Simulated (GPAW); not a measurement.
GPAW run on Nb₃Sn (Pm-3n, 8 atoms in the cell): self-consistent single point.

Computed with PBE, GPAW PAW datasets PBE (gpaw-data 1.0.1) (plane waves; GPAW).

The change in words: lattice scaled by 0.98. Reference geometry:
```xyz
8
Lattice="5.3043 0.0000 0.0000 0.0000 5.3043 0.0000 0.0000 0.0000 5.3043" Properties=species:S:1:pos:R:3 pbc="T T T"
Nb     1.3261     0.0000     2.6522
Nb     3.9782     0.0000     2.6522
Nb     2.6522     3.9782     0.0000
Nb     2.6522     1.3261     0.0000
Nb     0.0000     2.6522     3.9782
Nb     0.0000     2.6522     1.3261
Sn     0.0000     0.0000     0.0000
Sn     2.6522     2.6522     2.6522
```

Reference input (self-consistent single point, DFT PBE, plane waves, GPAW PAW datasets PBE (gpaw-data 1.0.1)): mode = pw; ecut = 600 eV; xc = PBE; kpts = 5 5 5; mesh shift (steps) = 0 0 0; occupations.name = fermi-dirac; occupations.width = 0.1 eV; nbands = -12; convergence.forces = 0.001 eV/Å; symmetry.symmorphic = false; symmetry.tolerance = 0.0005; maxiter = 100. This run's input differs from it in these lines:

```diff
@@ -5,5 +5,5 @@
 atoms = Atoms(['Nb', 'Nb', 'Nb', 'Nb', 'Nb', 'Nb', 'Sn', 'Sn'],
-              cell=[[5.304327, 0.000000, 0.000000],
-                    [0.000000, 5.304327, 0.000000],
-                    [0.000000, 0.000000, 5.304327]],
+              cell=[[5.198240, 0.000000, 0.000000],
+                    [0.000000, 5.198240, 0.000000],
+                    [0.000000, 0.000000, 5.198240]],
               scaled_positions=[[0.250000, 0.000000, 0.500000],
```

The program printed (abridged):

```
     iter     time        total  log10-change:
                         energy   eigst   dens  force
iter:   1 --:--:--   -74.777764
iter:   2 --:--:--   -74.353286   -1.02  -1.21
iter:   3 --:--:--   -74.218305   -0.06  -1.23
iter:   4 --:--:--   -72.808617   -1.78  -1.56
iter:   5 --:--:--   -77.389443   -0.77  -1.67
iter:   6 --:--:--   -71.352566   -0.22  -1.34
iter:   7 --:--:--   -71.380090   -2.08  -2.38
iter:   8 --:--:--   -71.392455c  -2.54  -2.44
iter:   9 --:--:--   -71.361467c  -2.31  -2.55
iter:  10 --:--:--   -71.364397c  -3.21  -2.95
iter:  11 --:--:--   -71.366745c  -3.82  -2.79
iter:  12 --:--:--   -71.358963c  -3.00  -2.69
iter:  13 --:--:--   -71.358988c  -4.26  -3.38
iter:  14 --:--:--   -71.358751c  -4.47  -3.31
iter:  15 --:--:--   -71.358720c  -6.31  -3.90
iter:  16 --:--:--   -71.358754c  -5.43  -3.89
iter:  17 --:--:--   -71.358755c  -6.49  -4.11c
iter:  18 --:--:--   -71.358701c  -5.85  -4.10c
iter:  19 --:--:--   -71.358714c  -7.40c -4.19c
iter:  20 --:--:--   -71.358699c  -6.63  -4.27c
iter:  21 --:--:--   -71.358703c  -8.03c -4.37c -16.43c
Converged after 21 iterations.

Dipole moment: (0.000000, 0.000000, 0.000000) |e|*Ang

Energy contributions relative to reference atoms: (reference = -959458.273349)

Kinetic:        +44.773846
Potential:      -60.079432
External:        +0.000000
XC:             -55.486531
Entropy (-ST):   -0.322957
Local:           -0.405107
SIC:             +0.000000
--------------------------
Free energy:    -71.520181
Extrapolated:   -71.358703

Showing only first 2 kpts
 Kpt  Band  Eigenvalues  Occupancy
  0    51     11.31607    1.99543
  0    52     11.85483    1.33301
  0    53     11.85483    1.33301
  0    54     14.42385    0.00000

  1    51     11.38312    1.99109
  1    52     11.92644    0.98816
  1    53     11.94051    0.91802
  1    54     14.00681    0.00000

Fermi level: 11.92407

No gap
   [... lines left out ...]
  2 Nb   -0.00000   -0.00000    0.00000
  3 Nb   -0.00000    0.00000    0.00000
  4 Nb   -0.00000   -0.00000    0.00000
  5 Nb   -0.00000   -0.00000   -0.00000
  6 Sn    0.00000    0.00000    0.00000
  7 Sn   -0.00000   -0.00000    0.00000

Stress tensor:
    -0.076699     0.000000     0.000000
     0.000000    -0.076699     0.000000
     0.000000     0.000000    -0.076699
Stress (GPa, Voigt): [-12.2886 -12.2886 -12.2886   0.       0.       0.    ]
```

The run converged in 21 iterations. GPAW prints stress with tension positive. Against the reference run the free energy rises by 43.2 meV/atom and the pressure goes from 0.83 to 12.29 GPa.

The starting cell comes from a database of computed structures (which also holds hypothetical and non-ambient phases and stackings), without a prior relaxation at this level. Its lattice was rescaled by a random factor within 2.5 % of one. For this run, on top of that: lattice scaled by 0.98. Spin polarisation is off. With a pressure of about 12 GPa the cell is away from its equilibrium volume at this level.

Cost on one core of a shared machine: roughly 50 s.
